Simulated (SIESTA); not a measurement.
Input and output of a self-consistent single point for ZnSnSb₂ (Pmm2, 4 atoms in the cell) (SIESTA).

Level of theory: LDA PW92, numerical atomic orbitals DZP, PseudoDojo LDA standard norm-conserving potentials (rewritten from UPF to PSML) (SIESTA).

```yaml
crystal:
  lattice:
    - [4.49910, 0.00000, 0.00000]
    - [0.00000, 4.49910, 0.00000]
    - [0.00000, 0.00000, 6.29437]
  atoms:
    - { symbol: Zn, position: [0.00000, 0.00000, 0.00794] }
    - { symbol: Sn, position: [0.50000, 0.50000, 0.50000] }
    - { symbol: Sb, position: [0.00000, 0.50000, 0.22240] }
    - { symbol: Sb, position: [0.50000, 0.00000, 0.77760] }
```

Reference input (self-consistent single point, DFT, LDA PW92, numerical atomic orbitals DZP, PseudoDojo LDA standard norm-conserving potentials (rewritten from UPF to PSML)): XC.functional = LDA; XC.authors = PW92; potentials = PseudoDojo LDA standard; PAO.BasisSize = DZP; PAO.EnergyShift = 0.005 Ry; MeshCutoff = 350 Ry; kgrid.MonkhorstPack = 4 4 3; OccupationFunction = FD; ElectronicTemperature = 1160.45 K; MaxSCFIterations = 150; SCF.Mixer.Method = Pulay; SCF.Mixer.Weight = 0.1. This run's input differs from it in these lines:

```diff
@@ -31,8 +31,8 @@
 %block kgrid.MonkhorstPack
-    4   0   0  0.0
-    0   4   0  0.0
-    0   0   3  0.0
+    7   0   0  0.0
+    0   7   0  0.0
+    0   0   5  0.0
 %endblock kgrid.MonkhorstPack
 OccupationFunction           FD
-ElectronicTemperature        1160.45 K
+ElectronicTemperature        3481.36 K
```

Log, with long lists cut:

```
        iscf     Eharris(eV)        E_KS(eV)     FreeEng(eV)     dDmax    Ef(eV) dHmax(eV)
   scf:    1   -12562.017092   -12691.938272   -12693.058332  1.763231 -2.411358 61.643256
   scf:    2   -12780.559417   -12753.655862   -12753.946242  0.486958 -3.526643 13.387542
   scf:    3   -12756.113043   -12754.976338   -12755.253869  0.120064 -3.590048  8.598874
   scf:    4   -12756.076161   -12755.862263   -12756.131230  0.286924 -3.703253  1.410520
   scf:    5   -12755.880750   -12755.878950   -12756.157290  0.021356 -3.758686  0.770794
   [... 5 lines left out ...]
   scf:   11   -12755.893696   -12755.893827   -12756.171859  0.000883 -3.760558  0.012562
   scf:   12   -12755.893956   -12755.893892   -12756.171860  0.000550 -3.760622  0.004702
   scf:   13   -12755.893849   -12755.893871   -12756.171860  0.000161 -3.760631  0.000093
   scf:   14   -12755.893871   -12755.893871   -12756.171860  0.000001 -3.760633  0.000047
SCF Convergence by DM+H criterion
max |DM_out - DM_in|         :     0.0000008440
max |H_out - H_in|      (eV) :     0.0000467993
SCF cycle converged after 14 iterations

Using DM_out to compute the final energy and forces

siesta: E_KS(eV) =           -12755.8939

siesta: E_KS - E_eggbox =    -12755.8939

siesta: Atomic forces (eV/Ang):
     1   -0.000000    0.000000   -0.236043
     2    0.000000   -0.000000    0.039457
     3    0.000000    0.000000   -0.082412
     4    0.000000   -0.000000    0.280138
   Tot    0.000000   -0.000000    0.001140
   Max    0.280138
   Res    0.108989    sqrt( Sum f_i^2 / 3N )
   Max    0.280138    constrained

Stress tensor Voigt[x,y,z,yz,xz,xy] (kbar):       24.35       18.01       22.88        0.00        0.00        0.00
(Free)E + p*V (eV/cell)   -12757.9012
   [... lines left out ...]
siesta: FreeEng =    -12756.171860
   [... lines left out ...]
siesta:     0.015197    0.000000   -0.000000
siesta:     0.000000    0.011238    0.000000
siesta:     0.000000    0.000000    0.014283

siesta: Cell volume =        127.409783 Ang**3

siesta: Pressure (static):
siesta:                Solid            Molecule  Units
siesta:          -0.00014783         -0.00018673  Ry/Bohr**3
siesta:          -0.01357279         -0.01714510  eV/Ang**3
siesta:         -21.74601375        -27.46948022  kBar
```

The run converged in 14 iterations. Against the reference run the free energy drops by 44.9 meV/atom, the pressure goes from -2.28 to -2.17 GPa and the largest force goes from 0.242 to 0.280 eV/Å.

The starting cell comes from a database of computed structures (which also holds hypothetical and non-ambient phases and stackings), without a prior relaxation at this level. Its lattice was rescaled by up to half a per cent. One atom was moved a little off its site on purpose. Values carry the incompleteness of an atom-centred basis. The run gives no clean gap (levels at the Fermi energy touch, overlap or are partly filled at this smearing), which alone does not show that the compound is a metal.

Cost on one core of a shared machine: roughly 70 s.
